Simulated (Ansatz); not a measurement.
The parent structure is CdS in the zinc blende structure (space group F-43m, No. 216; a = 5.824 Å).

One thing is altered: every Cd is replaced by Zn; the structure is relaxed again.

Levels (all Ansatz, a program for electronic structure, PAW): PBEsol (420 eV, no spin-orbit coupling); r2SCAN (500 eV, spin-orbit coupling left out).

The geometry is relaxed with PBEsol.

| Property | Value |
|---|---|
| PBEsol lowest conduction level above the VBM at special points | Γ 2.09 eV; X 3.17 eV; L 3.24 eV; K 3.95 eV |
| PBEsol width of the top valence band | 2.86 eV |
| PBEsol hole mass | 0.18, 0.68, 0.68 mₑ (at Γ) |

Task: What does r2SCAN give at this geometry for the lowest conduction level above the VBM at special points, width of the top valence band and hole mass?

Result: The lowest conduction level above the VBM at special points becomes Γ 2.79 eV; X 3.66 eV; L 3.86 eV; K 4.47 eV (PBEsol: Γ 2.09 eV; X 3.17 eV; L 3.24 eV; K 3.95 eV); the width of the top valence band rises by 0.03 eV (2.86 eV → 2.89 eV); the hole mass (degenerate bands, along [100]) goes from 0.18, 0.68, 0.68 mₑ (at Γ) to 0.22, 0.66, 0.66 mₑ (at Γ).

Single points use the geometry relaxed with PBEsol. The levels and masses belong to the bands next to the band gap. Masses are band curvatures over ±0.01 Å⁻¹ around the edge. Stability against distortions was not tested.
